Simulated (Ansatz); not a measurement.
An Ansatz (an electronic-structure program) run: SnO with a change (uniaxial strain ε_zz = −1.03 %); DFT with r2SCAN+rVV10, PAW potentials and a 500 eV plane-wave cutoff in Ansatz, without spin-orbit coupling, earlier PAW set.

Input:

Ansatz 0.2 input:
```yaml
crystal:
  lattice:
    - [3.7927368188, 0, 0]
    - [0, 3.7927368188, 0]
    - [0, 0, 4.7153272811]
  atoms:
    - { symbol: Sn, position: [0.5, 0, 0.2406229663] }
    - { symbol: Sn, position: [0, 0.5, 0.7593770337] }
    - { symbol: O, position: [0, 0, 0] }
    - { symbol: O, position: [0.5, 0.5, 0] }
basis: { ecutwfc: 500, ecutrho_ratio: 4, xc_grid: 4, fft_grid_basis: typed }
kpoints: { mp_grid: { grid: [9, 9, 7] } }
hamiltonian:
  xc: r2scan
  dispersion: rvv10
  pseudopotentials: { azcp: { folder: ./paw }, kind: paw }
scf: { occupations: { method: fermi_dirac, width: 0.05 }, convergence: { dr2_threshold: 0.0000000004 } }
relax: { f_tol: 0.005, max_steps: 50 }
output: { forces: true, stress: true }
checkpoint: { write: state.ck, write_every: 1000 }
```

Output (explanatory and most iteration lines left out):

```
Relaxation: its limit of steps is 50 (relax.max_steps)
Pseudopotential: Sn, paw, valence charge 14
Pseudopotential: O, paw, valence charge 6
Crystal: 4 atoms, lattice volume = 67.829 Å³
Basis set: ecut = 500 eV, 1713 PW (Γ), exchange–correlation on 120×120×144 points (64 copies of the dense FFT grid, shifted against one another)
Bands: 24, of which v1, the nominal top of the filled ones, is band 20 counted from 1 (19 counted from 0)
Symmetry: 16 space group operations
Space group: P4/nmm (ITA 129), of the structure as read, at distance tolerance 4.1e-5 Å
k-points: 60 of 567
Functional: x = r2scan, c = r2scan + rvv10(b = 11.95, C = 0.0093); τ floored in thin density (d = 2e-4 eV/Å³)
SCF iter   1: F=—  HF=-13210.546468 eV  |F-HF|=—  |Δ(HF+E_count)|=         —  Δρ=4.99e-2  dr2=2.07e0  dr2_τ=6.49e-2  ethr=3.10e-3  ⟨swp⟩=5.9  Hψ=7234  notcnv=0
SCF iter   2: F=—  HF=-13210.494488 eV  |F-HF|=—  |Δ(HF+E_count)|=   5.20e-2  Δρ=2.97e-2  dr2=9.00e-1  dr2_τ=9.41e-3  ethr=3.10e-3  ⟨swp⟩=2.3  Hψ=2489  notcnv=0
SCF 1 converged in 12 iterations: F = -13210.464250 eV  dr2 = 2.17e-10
relax step   1: F+E_penalty+E_count = -13210.46424993 eV  Δ(F+E_penalty+E_count) = +0.000e0 eV  max|allowed force component| = 1.987e-1 eV/Å  Δτ_max = 0.0000 Å  (12 SCF iters, accepted)
Crystal: 4 atoms, lattice volume = 67.829 Å³
SCF iter   1: F=—  HF=-13210.460340 eV  |F-HF|=—  |Δ(HF+E_count)|=         —  Δρ=1.92e-3  dr2=1.51e-3  dr2_τ=4.94e-3  ethr=3.81e-6  ⟨swp⟩=2.1  Hψ=5133  notcnv=0
SCF iter   2: F=—  HF=-13210.465118 eV  |F-HF|=—  |Δ(HF+E_count)|=   4.78e-3  Δρ=1.09e-3  dr2=5.73e-4  dr2_τ=2.10e-5  ethr=3.79e-6  ⟨swp⟩=3.0  Hψ=3060  notcnv=0
SCF 2 converged in 10 iterations: F = -13210.465118 eV  dr2 = 3.30e-11
relax step   2: F+E_penalty+E_count = -13210.46511849 eV  Δ(F+E_penalty+E_count) = -8.686e-4 eV  max|allowed force component| = 1.467e-1 eV/Å  Δτ_max = 0.0173 Å  (10 SCF iters, accepted)
Crystal: 4 atoms, lattice volume = 67.829 Å³
SCF iter   1: F=—  HF=-13210.465190 eV  |F-HF|=—  |Δ(HF+E_count)|=         —  Δρ=8.30e-4  dr2=2.83e-4  dr2_τ=9.10e-4  ethr=6.98e-6  ⟨swp⟩=3.4  Hψ=4005  notcnv=0
SCF iter   2: F=—  HF=-13210.466205 eV  |F-HF|=—  |Δ(HF+E_count)|=   1.01e-3  Δρ=4.67e-4  dr2=1.06e-4  dr2_τ=3.74e-6  ethr=7.07e-7  ⟨swp⟩=3.0  Hψ=3144  notcnv=0
SCF 3 converged in 9 iterations: F = -13210.466207 eV  dr2 = 2.05e-10
relax step   3: F+E_penalty+E_count = -13210.46620725 eV  Δ(F+E_penalty+E_count) = -1.089e-3 eV  max|allowed force component| = 3.178e-4 eV/Å  Δτ_max = 0.0074 Å  (9 SCF iters, accepted)
Crystal: 4 atoms, lattice volume = 67.829 Å³
SCF iter   1: F=—  HF=-13210.466207 eV  |F-HF|=—  |Δ(HF+E_count)|=         —  Δρ=5.10e-7  dr2=2.05e-10  dr2_τ=5.46e-12  ethr=1.00e-12  ⟨swp⟩=2.4  Hψ=7347  notcnv=0
SCF iter   2: F=-13210.466207 eV  HF=-13210.466207 eV  |F-HF|=1.09e-11  |Δ(HF+E_count)|=  2.36e-11  Δρ=2.86e-7  dr2=9.39e-11  dr2_τ=1.95e-12  ethr=1.00e-12  ⟨swp⟩=4.3  Hψ=4576  notcnv=0
SCF 4 converged in 2 iterations: F = -13210.466207 eV  dr2 = 9.39e-11
SCF converged after 2 iterations
Free energy (F): -13210.466207 eV
Internal energy: -13210.465009 eV  (E = F + TS)
E sigma→0 (E₀):  -13210.465608 eV
Entropy (-TS):   -0.001198 eV (-0.300 meV/atom)
Fermi energy:    10.579535 eV
--- Forces (eV/Å), atoms counted from 1 ---
  atom   1  Sn     0.00000000     0.00000000     0.00031499
  atom   2  Sn     0.00000000     0.00000000    -0.00031499
  atom   3  O      0.00000000     0.00000000     0.00000000
  atom   4  O      0.00000000     0.00000000    -0.00000000
--- Stress (GPa, compression-positive) ---
        0.132792       0.000000       0.000000
        0.000000       0.132792       0.000000
        0.000000       0.000000       0.430353
  P = ⅓ Tr σ = 0.2320 GPa (2.320 kbar)
--- Relaxed structure (3 steps of the walk, 3 accepted, 0 SCFs on fresh bases) ---
  atoms:
    - { symbol: Sn, position: [0.5, 1.487678463735903e-37, 0.24271481192437197] }
    - { symbol: Sn, position: [-1.9959686055123365e-36, 0.5, 0.7572851880756282] }
    - { symbol: O, position: [9.297990398349394e-37, -4.95892821245301e-38, -4.598629566313284e-20] }
    - { symbol: O, position: [0.5, 0.5, -4.598629566313284e-20] }
```

The mesh was chosen for an insulator and is coarse for the gapless case. No phonon test of stability was made. The final runs are not spin-polarised. The cell was made from SnO in the litharge type structure (space group P4/nmm, No. 129; layered, stacked along the Cartesian z axis) by this change: uniaxial strain ε_zz = −1.03 %.
